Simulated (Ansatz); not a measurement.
# Ca interstitial in rock-salt CaO

These are PBE, PAW (plane waves to 420 eV; Ansatz, an electronic-structure program) values and carry that method's errors. A 2×2×2 supercell of 64 sites was used; the energies come from a 2×2×2 shifted sampling of its zone. Site at the start: void with 4Ca4O nearest. Finite-size correction: monopole term and site-potential alignment. Dielectric constants: PBE linear response of the host. Host gap at this level: 3.66 eV. Finite-size and sampling errors can reach tenths of an eV here. PBE underestimates the host's gap, which shifts levels and can delocalise carriers. Spin–orbit coupling is left out. Each state is the lowest found from its start.

Formation energies E_f are given with the Fermi level at the valence-band maximum. Chemical conditions: Ca-rich (Δμ(Ca) = 0.00 eV; only phases computed here count, gases as isolated molecules at 0 K); O-rich (Δμ(Ca) = -5.89 eV; only phases computed here count, gases as isolated molecules at 0 K). Reference phases: Ca: fcc Ca.

The name describes the start; the neighbours show where the added atom ended.

| charge | moment (μB) | point group | largest move off a lattice site (Å) | neighbours of the added atom at the end (Å) | image correction with alignment (eV) | E_f, Ca-rich (eV) | E_f, O-rich (eV) |
|---|---|---|---|---|---|---|---|
| +2 | not spin-polarised | Td | 0.47 | O 2.12, O 2.12, O 2.12, O 2.12 | 1.16 | 0.06 | 5.96 |
| +1* | 1.0 | D2d | 0.45 | O 2.14, O 2.14, O 2.14, O 2.14 | – | – | – |
| 0* | not spin-polarised | D2d | 0.43 | O 2.16, O 2.16, O 2.16, O 2.16 | – | – | – |

* At this level the carrier isn't localised at the defect: at charge +1 electrons occupy the conduction band; at charge 0 electrons occupy the conduction band. Such a state is shallow or no state of the defect, and this cell gives it no level.

Point groups are those of the whole cell at tolerances of 0.03 and 0.1 Å ("near" where only the looser one holds); none is given for unsettled states.
